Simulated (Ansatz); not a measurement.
Effect of biaxial strain +1.00 %, plane normal [001], relaxed out of plane on GaAs

Consider GaAs in the zinc blende structure (space group F-43m, No. 216; a = 5.667 Å). Axes: x, y, z lie along the cube axes.

It is then changed as follows: biaxial strain +1.00 %, plane normal [001], relaxed out of plane (Cartesian); in-plane vectors clamped, the third vector and the atoms free.

Computed with r2SCAN (Ansatz, an electronic-structure program; PAW; 500 eV plane waves; without spin-orbit coupling). Settings: 10×10×10 k-points, 0.05 eV Fermi–Dirac smearing.

The volume per atom grows by 0.259 Å³ to 23.00 Å³ and the space group changes from F-43m (No. 216) to I-4m2 (No. 119). The shortest interatomic distance increases by 0.018 bohr to 4.655 bohr and the energy grows by 1.7 meV/atom. The pressure (mean of the normal stresses, compression positive) goes from zero to -0.80 GPa and the band gap drops by 0.16 eV, from 0.96 eV to 0.80 eV. The gap character stays direct at Γ and the electron mass becomes 0.044 mₑ out of plane, 0.048 mₑ in plane (at Γ) (base: 0.051 mₑ (at Γ)). The hole mass amounts to 0.044 mₑ out of plane, 0.34 mₑ in plane (at Γ) and the valence-band top at Γ (three highest levels, from the VBM) changes from 0.00, 0.00, 0.00 eV to 0.00, -0.11, -0.11 eV. The out-of-plane strain comes out as -0.85 % and the ratio −ε⊥/ε∥ amounts to 0.85. The mean in-plane stress (compression positive) comes out as -1.2 GPa.

Final structure (turned so that z lies along the plane normal):

```yaml
crystal:
  lattice:
    - [4.04703, 0.00000, 0.00000]
    - [0.00000, 4.04703, 0.00000]
    - [2.02351, -2.02351, 2.80916]
  atoms:
    - { symbol: Ga, position: [0.00000, 0.00000, 0.00000] }
    - { symbol: As, position: [0.75000, 0.75000, 0.50000] }
```

Masses are band curvatures over ±0.01 Å⁻¹ around the edge. Whether these cells are dynamically stable was not tested. k-point labels follow each cell's own Brillouin zone.
